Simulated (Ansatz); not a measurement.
Data:

```
CELL_PARAMETERS angstrom
      4.43268     0.00000     0.00000
      2.21634     3.83881     0.00000
      0.00000     0.00000     7.08744
ATOMIC_POSITIONS crystal
  Cd 0.66667 0.66667 0.00256
  Cd 0.33333 0.33333 0.50256
  Se 0.66667 0.66667 0.62264
  Se 0.33333 0.33333 0.12264
```

No spin polarisation.

Method: Ansatz (a quantum-chemistry and plane-wave program) PBE, without spin-orbit coupling. k-mesh 9×9×5 (Γ-centred); smearing 0.05 eV (Fermi–Dirac).

Q: Estimate the gap character.

A: Direct at Γ.

Q: Predict the electron mass.

A: 0.052 mₑ out of plane, 0.057 mₑ in plane (at Γ).

Q: What pressure (mean of the normal stresses, compression positive) does the calculation give?

A: -0.57 GPa.

The cells carry an imposed strain or load. Effective masses come from finite differences of ±0.01 Å⁻¹. Whether these cells are dynamically stable was not tested. The cell was made from CdSe in the wurtzite structure (space group P6_3mc, No. 186) by this change: biaxial strain +1.14 %, plane normal [001], relaxed out of plane.
